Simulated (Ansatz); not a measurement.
Amorphous Si₂₄O₄₈Ru, 73 atoms at 2.28 g/cm³, one PBE-relaxed geometry, zone centre. Methods: PBE, scalar-relativistic without spin-orbit coupling (Ansatz, a quantum-chemistry and plane-wave program); r2SCAN, scalar-relativistic without spin-orbit coupling (Ansatz); HSE06, scalar-relativistic without spin-orbit coupling (Ansatz). Plane waves to 420 eV (r2SCAN 500 eV); exact exchange is cut at the cell's faces. In the spin-polarised cell the level spacing at the Fermi energy can part levels of unlike spin. At PBE the levels at both edges of the gap are localised (band-tail or defect states), and the nearest spread-out levels lie 5.5 eV apart at the zone centre.

It comes from a melt-quench run on a machine-learned potential (CHGNet), relaxed afterwards by DFT. O atoms were pushed apart under 1.9 Å during the dynamics, to hinder bonds among them. The hot cell started wider than the set density and was brought back towards it in steps. It is the lowest in DFT energy of 2 quenches. It is a model cell: composition and starting density were chosen by hand, and all elements were melted together. No dispersion term was used. Its density started from a set value of 2.33 and ended at 2.28 g/cm³. The simulated quench (nominally 320 K/ps over its main leg) is rapid and tends to freeze in more defects than a deposited or slowly cooled glass has. A cell of this size samples the disorder only roughly. Volume and shape were free in the relaxation.

The relaxation ran on the zone centre alone. At PBE the level spacing at the Fermi energy is 0.43 eV on a 2×2×2 Γ-centred mesh, and the spacing at the zone centre alone 0.49 eV.

Problem. What zone-centre spacing does r2SCAN give, roughly?

Solution. 1.06 eV (+0.58 eV against PBE).

Problem. What zone-centre spacing does HSE06 give, roughly?

Solution. 1.76 eV (+1.28 eV against PBE).

The highest filled and the lowest empty state spread over these numbers of atoms (participation numbers): PBE: 1.3 and 3.5; r2SCAN: 1.6 and 3.8; HSE06: 1.5 and 3.5.
